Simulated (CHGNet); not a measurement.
L1₂ (Cu3Au-type) Ni3Al

The numbers are results of the machine-learned potential CHGNet-r²SCAN (trained on r²SCAN data), not measurements.

Cell: relaxed at this level.

| Property | Result |
|---|---|
| lattice constant a | 3.524 Å |
| volume per atom | 10.94 Å³/atom |

Measured, for comparison: lattice constant a 3.572 Å, equilibrium volume per atom 11.39 Å³/atom (temperature not stated, no zero-point or thermal correction; as tabulated in Tensorial elastic properties and stability of interface states associated with …). Computed (rounded) less measured: lattice constant a -1.3 %, equilibrium volume per atom -4.0 %. A static lattice is as a rule a little smaller and stiffer than an uncorrected measurement, which narrows the difference in the lattice constant a and would widen misses of the other sign.

A machine-learned potential is trained on density-functional data: it inherits that level's misses and adds fitting errors of its own.

Note: the model gives imaginary modes for this phase (in the spectrum interpolated from a supercell).
